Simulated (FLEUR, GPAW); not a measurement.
A GPAW input for a self-consistent single point of CdCo2N2 (C2/m, 5 atoms in the cell) (DFT PBEsol, plane waves, GPAW PAW datasets PBEsol (made by gpaw-setup)):

```python
from ase import Atoms
from ase.units import GPa
from gpaw import GPAW

atoms = Atoms(['Cd', 'Co', 'Co', 'N', 'N'],
              cell=[[2.655125, -1.532110, 0.000000],
                    [2.655125, 1.532110, 0.000000],
                    [-1.913092, 0.000000, 8.299729]],
              positions=[[1.698579, 0.000000, 4.149864],
                         [1.771393, -0.000000, 0.856781],
                         [1.625765, -0.000000, 7.442948],
                         [-0.144062, -0.000000, 7.034601],
                         [3.541220, 0.000000, 1.265128]],
              pbc=True)

calc = GPAW(mode={'name': 'pw', 'ecut': 950},
            xc='PBEsol',
            kpts={'size': (10, 10, 3), 'gamma': True},
            occupations={'name': 'fermi-dirac', 'width': 0.1},
            nbands=-9,
            convergence={'density': 1e-05},
            symmetry={'symmorphic': False, 'tolerance': 0.0005},
            maxiter=120,
            txt='-')

atoms.calc = calc

energy = atoms.get_potential_energy()
print('Energy (eV):', round(energy, 6))
forces = atoms.get_forces()
print('Forces (eV/Ang):')
print(forces.round(5))
stress = atoms.get_stress()
print('Stress (GPa, Voigt):', (stress / GPa).round(4))
```

Give the FLEUR input for the same structure, mesh, smearing and functional.

This is the input that was run; spellings and numerical settings could be chosen otherwise.

Input of the input generator:

```
scf Cd(CoN)2
&input film=f /
0.8661422172 -0.4997976187 -0.0000000000
0.8661422172 0.4997976187 0.0000000000
-0.6240797501 0.0000000000 2.7074980191
5.7928813274
1.0 1.0 1.0

5
48 0.5000000000 0.5000000000 0.5000000000
27 0.3707700000 0.3707700000 0.1032300000
27 0.6292300000 0.6292300000 0.8967700000
7 0.2782200000 0.2782200000 0.8475700000
7 0.7217800000 0.7217800000 0.1524300000

&comp jspins=1 /
&exco xctyp='PBEs' /
&kpt div1=10 div2=10 div3=3 gamma=t /
&end /
```

```xml
<?xml version="1.0" encoding="UTF-8" standalone="no"?>
<fleurInput fleurInputVersion="0.39">
   <comment>
      scf Cd(CoN)2                                                                                        
   </comment>
   <calculationSetup>
      <cutoffs Kmax="4.7" Gmax="18.8" GmaxXC="18.8" numbands="0"/>
      <scfLoop itmax="80" minDistance="0.00001" maxIterBroyd="99" imix="Anderson" alpha="0.05" precondParam="0.0" spinf="2.0"/>
      <coreElectrons ctail="T" frcor="F" kcrel="0" coretail_lmax="0"/>
      <xcFunctional name="PBEs" relativisticCorrections="F"/>
      <magnetism jspins="1"/>
      <soc l_soc="F" theta="0.0" phi="0.0" spav="F"/>
      <expertModes spex="0" secvar="F"/>
      <geometryOptimization l_f="T" forcealpha="1.0" forcemix="BFGS" epsdisp="0.00001" epsforce="0.00001"/>
      <ldaU l_linMix="F" mixParam="0.05" spinf="1.0"/>
   </calculationSetup>
   <cell>
      <bzIntegration valenceElectrons="58.0" mode="hist" fermiSmearingEnergy="0.00367493">
         <kPointListSelection listName="default-1"/>
         <!-- k-points included here -->
         <xi:include xmlns:xi="http://www.w3.org/2001/XInclude" href="kpts.xml"> </xi:include>
      </bzIntegration>
      <!-- symmetry operations included here -->
      <xi:include xmlns:xi="http://www.w3.org/2001/XInclude" href="sym.xml"> </xi:include>
      <bulkLattice scale="1.0">
         <bravaisMatrix>
            <row-1>    5.0174590768907148    -2.8952682928462150     0.0000000000000000</row-1>
            <row-2>    5.0174590768907148     2.8952682928462150     0.0000000000000000</row-2>
            <row-3>   -3.6152199311627484     0.0000000000000000    15.6842147188168788</row-3>
         </bravaisMatrix>
      </bulkLattice>
   </cell>
   <atomSpecies>
      <species name="Cadmium (Cd)" element="Cd" atomicNumber="48">
         <mtSphere radius="2.68" gridPoints="925" logIncrement="0.014"/>
         <atomicCutoffs lmax="10" lnonsphr="8"/>
         <electronConfig flipSpins="F">
            <coreConfig>(1s1/2) (2s1/2) (2p1/2) (2p3/2) (3s1/2) (3p1/2) (3p3/2) (4s1/2) (3d3/2) (3d5/2)</coreConfig>
            <valenceConfig>(4p1/2) (4p3/2) (5s1/2) (4d3/2) (4d5/2)</valenceConfig>
         </electronConfig>
         <energyParameters s="5" p="5" d="4" f="4"/>
         <lo type="SCLO" l="1" n="4" eDeriv="0"/>
      </species>
      <species name="Cobalt (Co)" element="Co" atomicNumber="27">
         <mtSphere radius="2.05" gridPoints="707" logIncrement="0.017"/>
         <atomicCutoffs lmax="8" lnonsphr="6"/>
         <electronConfig flipSpins="F">
            <coreConfig>(1s1/2) (2s1/2) (2p1/2) (2p3/2) (3s1/2)</coreConfig>
            <valenceConfig>(3p1/2) (3p3/2) (4s1/2) (3d3/2) (3d5/2)</valenceConfig>
            <stateOccupation state="(3d3/2)" spinUp="1.4" spinDown="1.4"/>
            <stateOccupation state="(3d5/2)" spinUp="2.1" spinDown="2.1"/>
         </electronConfig>
         <energyParameters s="4" p="4" d="3" f="4"/>
         <lo type="SCLO" l="1" n="3" eDeriv="0"/>
      </species>
      <species name="Nitrogen (N)" element="N" atomicNumber="7">
         <mtSphere radius="1.16" gridPoints="401" logIncrement="0.026"/>
         <atomicCutoffs lmax="6" lnonsphr="4"/>
         <electronConfig flipSpins="F">
            <coreConfig>(1s1/2)</coreConfig>
            <valenceConfig>(2s1/2) (2p1/2) (2p3/2)</valenceConfig>
            <stateOccupation state="(2p1/2)" spinUp="0.5" spinDown="0.5"/>
            <stateOccupation state="(2p3/2)" spinUp="1.0" spinDown="1.0"/>
         </electronConfig>
         <energyParameters s="2" p="2" d="3" f="4"/>
      </species>
   </atomSpecies>
   <atomGroups>
      <atomGroup species="Cadmium (Cd)">
         <relPos label="                   1">1.000/2.000 1.000/2.000 1.000/2.000</relPos>
         <force calculate="T" relaxXYZ="TTT"/>
      </atomGroup>
      <atomGroup species="Cobalt (Co)">
         <relPos label="                   2">.3707700000 .3707700000 .1032300000</relPos>
         <relPos label="                   3">-.3707700000 -.3707700000 -.1032300000</relPos>
         <force calculate="T" relaxXYZ="TTT"/>
      </atomGroup>
      <atomGroup species="Nitrogen (N)">
         <relPos label="                   4">.2782200000 .2782200000 -.1524300000</relPos>
         <relPos label="                   5">-.2782200000 -.2782200000 .1524300000</relPos>
         <force calculate="T" relaxXYZ="TTT"/>
      </atomGroup>
   </atomGroups>
   <output dos="F" band="F" slice="F">
      <checks vchk="F" cdinf="F"/>
      <bandDOS minEnergy="-.5*Htr" maxEnergy="0.5*Htr" sigma="0.015" storeEVData="T"/>
      <vacuumDOS vacdos="F" integ="F" star="F" nstars="0" locx1="0.0" locy1="0.0" locx2="0.0" locy2="0.0" nstm="0" tworkf="0.0"/>
      <unfoldingBand unfoldBand="F" supercellX="1" supercellY="1" supercellZ="1"/>
      <plotting iplot="0" polar="F">
         <plot TwoD="T" vec1="  1.0  0.0  0.0" vec2="  0.0  1.0  0.0" vec3="  0.0  0.0  1.0" zero="  0.0  0.0  0.0" file="plot"/>
      </plotting>
      <chargeDensitySlicing numkpt="0" minEigenval="0.0" maxEigenval="0.0" nnne="0" pallst="F"/>
      <specialOutput eonly="F"/>
      <magneticCircularDichroism mcd="F" energyLo="-10.0" energyUp="0.0"/>
   </output>
  <!-- We include the file relax.xml here to enable relaxations (see documentation) -->
  <xi:include xmlns:xi="http://www.w3.org/2001/XInclude" href="relax.xml"> <xi:fallback/> </xi:include>
</fleurInput>
```

Basis, cutoffs, solver keys and any potentials are the target program's own. This input uses DFT, PBEsol, all-electron FLAPW (FLEUR), scalar-relativistic valence.

The starting cell comes from a database of computed structures (which also holds hypothetical and non-ambient phases and stackings), without a prior relaxation at this level.
